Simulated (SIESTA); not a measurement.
SIESTA is run on TlSbS₂ (P4/mmm, 4 atoms in the cell), and the run fails. The aim is a self-consistent single point with DFT, GGA PBEsol, numerical atomic orbitals DZP, PseudoDojo PBEsol standard norm-conserving potentials (rewritten from UPF to PSML).

Cell that was meant: a = 4.1227 Å, b = 4.1227 Å, c = 5.8268 Å, α = 90.00°, β = 90.00°, γ = 90.00°.

Part of the input:

```
XC.authors                   PBEsol
PAO.BasisSize                DZP
PAO.EnergyShift              0.005 Ry
MeshCutoff                   400
%block kgrid.MonkhorstPack
    8   0   0  0.0
    0   8   0  0.0
```

The program printed (abridged):

```
reinit: Reading from file input.fdf

reinit: System Name: TlSbS2
reinit: System Label: TlSbS2

coor:   Atomic-coordinates input format  =     Cartesian coordinates
coor:                                            (in Bohr units)

siesta: Atomic coordinates (Bohr) and species
siesta:      0.00000   0.00000   0.00000  1        1
siesta:      3.89539   3.89539   5.50551  2        2
siesta:      0.00000   0.00000   5.50551  3        3
siesta:      3.89539   3.89539   0.00000  3        4

siesta: System type = bulk

initatomlists: Number of atoms, orbitals, and projectors:      4    62    86

siesta: ******************** Simulation parameters ****************************
redata: Spin configuration                          = none
redata: Time-Reversal Symmetry                      = T
redata: Number of Atomic Species                    =        3
ERROR

FDF module: fdf_physical:  no unit specified for MeshCutoff

     File: fdf.F90
     Line:  2144
Note: The following floating-point exceptions are signalling: IEEE_INVALID_FLAG IEEE_OVERFLOW_FLAG
STOP Stopping Program
```

### Question
Read the log: what does the program object to, and what is the fix?

### Answer
The fault is an energy without its unit. The key takes a value and a unit. To fix it, add the unit. The program stopped before any SCF iteration.

The sound input it was made from differs as follows (other fixes are possible):
```diff
-MeshCutoff                   400
+MeshCutoff                   400 Ry
```

With that input, the run converged in 9 iterations: free energy E − TS -4720.0578 eV; Fermi level (on the code's own zero) -4.26 eV; pressure -2.73 GPa (DFT, GGA PBEsol, numerical atomic orbitals DZP, PseudoDojo PBEsol standard norm-conserving potentials (rewritten from UPF to PSML)).

On the sound input: the starting cell comes from a database of computed structures (which also holds hypothetical and non-ambient phases and stackings), without a prior relaxation at this level. Values carry the incompleteness of an atom-centred basis. The run gives no clean gap (levels at the Fermi energy touch, overlap or are partly filled at this smearing), which alone does not show that the compound is a metal.
